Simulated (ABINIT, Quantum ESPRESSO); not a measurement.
An ABINIT input for a self-consistent single point of a sheet of PtSe2 (3 atoms in the cell) (DFT, LDA (PW92), plane waves, PAW (JTH v2.0 LDA PAW)):

```
# PtSe2, JTH v2.0 LDA PAW
pp_dirpath "./"
pseudos "Pt.LDA_PW-JTH.xml, Se.LDA_PW-JTH.xml"
acell 3.6192562085 3.6192562085 16.9820380000 Angstrom
rprim
         1.0000000000   -0.0000000134    0.0000000000
        -0.4999999884    0.8660254105    0.0000000000
         0.0000000000    0.0000000000    1.0000000000
natom 3
ntypat 2
znucl 78 34
typat 1 2 2
xcart
         0.0000000000    0.0000000000   16.0457004290
         0.0000000528    3.9487311683   18.8633254243
         3.4197015309    1.9743655384   13.2280754337
ecut 21
pawecutdg 42
pawxcdev 0
ixc 7
occopt 7
tsmear 0.00499791
nband 16
kptopt 1
ngkpt 9 9 1
nshiftk 1
shiftk 0 0 0
nstep 60
tolvrs 1.0e-08
diemac 10
prtwf 0
prtden 0
```

Q: Translate this input to Quantum ESPRESSO.

A: One input that does it (others would too):

```fortran
&control
    calculation = 'scf'
    prefix = 'PtSe2'
    outdir = './tmp/'
    pseudo_dir = './'
    tprnfor = .true.
    tstress = .true.
/
&system
    ibrav = 0
    nat = 3
    ntyp = 2
    ecutwfc = 40
    ecutrho = 320
    occupations = 'smearing'
    smearing = 'gauss'
    degauss = 0.0099958
/
&electrons
    conv_thr = 1e-10
    mixing_beta = 0.3
/
ATOMIC_SPECIES
Pt   195.0840  pt_lda_v1.4.uspp.F.UPF
Se    78.9710  se_lda_v1.uspp.F.UPF
ATOMIC_POSITIONS crystal
Pt    0.0000000000    0.0000000000    0.5000000000
Se    0.3333333333    0.6666666667    0.5878000000
Se    0.6666666667    0.3333333333    0.4122000000
K_POINTS automatic
9 9 1  0 0 0
CELL_PARAMETERS angstrom
   3.6192562085     0.0000000000     0.0000000000
  -1.8096281043     3.1343678194     0.0000000000
   0.0000000000     0.0000000000    16.9820380000
```

Basis, cutoffs, solver keys and any potentials are the target program's own. This input uses DFT, LDA (PZ), plane waves, GBRV 1.5 ultrasoft (LDA) pseudopotentials. LDA parametrisations can differ slightly between programs.

The starting cell was generated: these elements placed on a structure prototype, without a prior relaxation; it need not be a known phase or ordering of this composition. Its lattice was rescaled in the plane by a random factor within 2.5 % of one.
